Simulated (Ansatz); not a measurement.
**What Co on a Si site (antisite) does to CoSi2**

Consider an 18-atom supercell of CoSi₂ (space group Fm-3m, No. 225; a = 5.3597 Å; non-magnetic) at its relaxed geometry.

It is then changed as follows: a neutral Co on a Si site (antisite), atoms relaxed at fixed cell, starting from a slightly rattled geometry.

Calculations: PBE (Ansatz, a quantum-chemistry and plane-wave program, PAW, scalar-relativistic without spin-orbit coupling). Γ-centred 6×6×6 mesh, Fermi–Dirac width 0.05 eV.

- Pressure: -0.4 GPa (base 0.0 GPa)
- Total moment of the cell: 1.0 μB
- Largest displacement of a host atom from its site in the perfect cell: 0.03 Å

Final structure:

```xyz
18
Lattice="2.6798 5.3597 2.6798 2.6798 -5.3597 2.6798 5.3597 2.6798 -2.6798" Properties=species:S:1:pos:R:3 pbc="T T T"
Co     5.3609     0.0300     0.0066
Co    -0.0125     0.0135    -0.0036
Co     2.6708     2.6933    -0.0071
Co     5.3558     5.3596     0.0016
Co     2.6585    -0.0100     2.6915
Co     5.3660     2.6698     2.6638
Co     6.6961     1.3364     1.3417
Si     1.3499     1.3436     1.3334
Si     4.0078     4.0236     1.3555
Si     4.0135     1.3416    -1.3408
Si     9.3599     4.0356     1.3335
Si     4.0080    -1.3240     1.3257
Si     6.6950    -1.3212     1.3408
Si     6.7097     1.3314    -1.3523
Si     4.0019     1.3314     1.3553
Si     6.7001     4.0360     1.3457
Si     9.3604     1.3395     1.3452
Si     6.6995     1.3395     4.0061
```

The magnetic state is the one reached from the starting moments; the real material's order can differ, and small cells can't hold many antiferromagnetic ones. The cell is small, so the values are those of an ordered compound at a high defect concentration; dilute-limit values will differ. Starting moments died away, wholly or in part, for the base; another magnetic solution may exist. Spin-polarised in the final run: Co on a Si site (antisite); the other runs are not. An odd electron count without spin: CoSi2. The defect cell is spin-polarised and ends with 1.0 μB.
